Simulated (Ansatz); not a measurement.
The reference is ZrO2 (space group P4_2/nmc, No. 137; a = 3.601 Å, c = 5.228 Å).

All numbers come from Kohn–Sham DFT with the r2SCAN functional, run in Ansatz (a first-principles code) with PAW and 500 eV plane waves, spin-orbit coupling left out.

For the base:

| Property | Value |
|---|---|
| Width of the top valence band | 0.89 eV |
| Gap character | indirect, k = (0.222, 0.222, 0) in the run's primitive reciprocal basis → Γ |
| Smallest direct gap | 4.71 eV |

It is then changed as follows: every O is replaced by S; the structure is relaxed again.

Tabulated Pauling electronegativity and covalent radius: O 3.44, 0.66 Å; S 2.58, 1.05 Å.

Q: What happens to the width of the top valence band, gap character and smallest direct gap?

A: The width of the top valence band rises by 0.63 eV (0.89 eV → 1.52 eV); the gap character becomes indirect, Z → Γ (base: indirect, k = (0.222, 0.222, 0) in the run's primitive reciprocal basis → Γ); the smallest direct gap falls by 3.48 eV to 1.23 eV.

Stability against distortions was not tested. As relaxed here, ZrS2 is a hypothetical phase, not in the database extracts checked. This is not the structure that ZrO2 has at room temperature and ambient pressure.
